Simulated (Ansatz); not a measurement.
Input for diamane on graphene (facing H atop C, held by symmetry; layers strained to one cell):

Ansatz 0.2 input:
```yaml
crystal:
  lattice:
    - [2.465817743, 0.0, 0.0]
    - [-1.232908871, 2.135460808, 0.0]
    - [0.0, 0.0, 25.25]
  atoms:
    - { symbol: C, position: [0.3333333, 0.6666667, 0.3564356] }
    - { symbol: C, position: [0.6666667, 0.3333333, 0.3564356] }
    - { symbol: C, position: [0.3333333, 0.6666667, 0.4990099] }
    - { symbol: C, position: [0.6666667, 0.3333333, 0.519002] }
    - { symbol: C, position: [0.6666667, 0.3333333, 0.5799921] }
    - { symbol: C, position: [0.0, 0.0, 0.5999842] }
    - { symbol: H, position: [0.3333333, 0.6666667, 0.4554455] }
    - { symbol: H, position: [0.0, 0.0, 0.6435485] }
  symmetry: { detect: true }
basis:
  ecutwfc: 420
  ecutrho_ratio: 4
  xc_grid: 2
kpoints:
  mp_grid: { grid: [21, 21, 1] }
hamiltonian:
  xc: pbe
  dispersion: d3bj
  pseudopotentials: { kind: paw }
scf:
  n_extra_bands: 13
  occupations: { method: fermi_dirac, width: 0.05 }
output:
  forces: true
  eigenstates:
    kpoints:
      - [0.0, 0.0, 0]
      - [0.333333, 0.333333, 0]
      - [-0.5, 0.0, 0]
      - [0.166667, 0.166667, 0]
    e_range: [-3, 3.5]
    localisation: true
efield:
  axis: 3
  dipole_correction: true
relax:
  f_tol: 0.012
  max_steps: 80
```

Calculation: PBE+D3(BJ) (plane waves to 420 eV, PAW; Ansatz, a first-principles code). Scalar-relativistic, without spin–orbit coupling. Its k-point mesh 21×21×1, Fermi–Dirac width 0.05 eV. A dipole correction is on.

Task: What does the end of the output print (band table and long remarks left out, numbers rounded to eight decimals)?

Result: 
```
SCF converged after 3 iterations
Free energy (F): -1538.308301 eV
Harris-Foulkes:  -1538.308301 eV  (|F-HF|=9.01e-9)
Internal energy: -1538.307309 eV  (E = F + TS)
E sigma→0 (E₀):  -1538.307805 eV
Entropy (-TS):   -0.000993 eV (-0.124 meV/atom)
Fermi energy:    0.598725 eV
Dipole field:    D = 0.009462 V/Å  (p = 0.006952 e·Å, saw-weighted, corrected)
Work function:   Φ+ = 3.8450 eV   Φ− = 4.0839 eV
Levels:          The Fermi level and band energies are counted from a zero that moves with the ramp; work functions are not
--- Per-component energies (eV) ---
  E_band       = -206.945776
  E_kinetic    = 584.607329
  E_local      = -21184.066710  (includes V_loc(G=0)·N_el)
  E_nonlocal   = 166.195976
  E_hartree    = 10327.309442
  E_xc         = -310.394735
  E_vxc        = -385.876073  (∫ρ·V_xc dr)
  E_paw        = -597.389683  (= ΣΔE_a)
  E_vpaw       = -42.495933  (= ΣTr[D̂ρ^β])
  E_aug_tail   = -0.002700  (compensation charges beyond the density's cutoff)
  E_efield     = 0.000033  (sawtooth field / dipole correction)
  E_vefield    = 0.065409  (∫n·V_field dr)
  E_ewald      = 9476.358784
  E_disp       = -0.925045  (pairwise vdW)
  E_smearing   = -0.000993  (= −TS)
  E_closure    = 0.000000  (closes the sum)
  Σ components = -1538.308301   (vs F -1538.308301, Δ=0.00e0)
--- Forces (eV/Å), atoms counted from 1 ---
  atom   1  C     0.00000000    0.00000000    -0.00048197
  atom   2  C     0.00000000     0.00000000     0.00020737
  atom   3  C     0.00000000    0.00000000     0.00245253
  atom   4  C      0.00000000     0.00000000     0.00324934
  atom   5  C     0.00000000    0.00000000    -0.00038566
  atom   6  C      0.00000000     0.00000000    -0.00503881
  atom   7  H     0.00000000     0.00000000    -0.00341571
  atom   8  H     0.00000000    0.00000000     0.00350335
  max |Σ_I F_I| component: 9.04e-5 eV/Å
--- Relaxed structure (5 steps of the walk, 5 accepted, 0 SCFs on fresh bases) ---
  F+E_penalty+E_count = -1538.30830147 eV   max|allowed force component| = 5.050e-3 eV/Å
  atoms:
    - { symbol: C, position: [0.33333333, 0.66666667, 0.34845431] }
    - { symbol: C, position: [0.66666667, 0.33333333, 0.34844604] }
    - { symbol: C, position: [0.33333333, 0.66666667, 0.50185239] }
    - { symbol: C, position: [0.66666667, 0.33333333, 0.52138024] }
    - { symbol: C, position: [0.66666667, 0.33333333, 0.58291038] }
    - { symbol: C, position: [0.0, 0.0, 0.60243203] }
    - { symbol: H, position: [0.33333333, 0.66666667, 0.45805000] }
    - { symbol: H, position: [0.0, 0.0, 0.64632803] }
```

Cost: about 50 core-seconds (a rough figure).
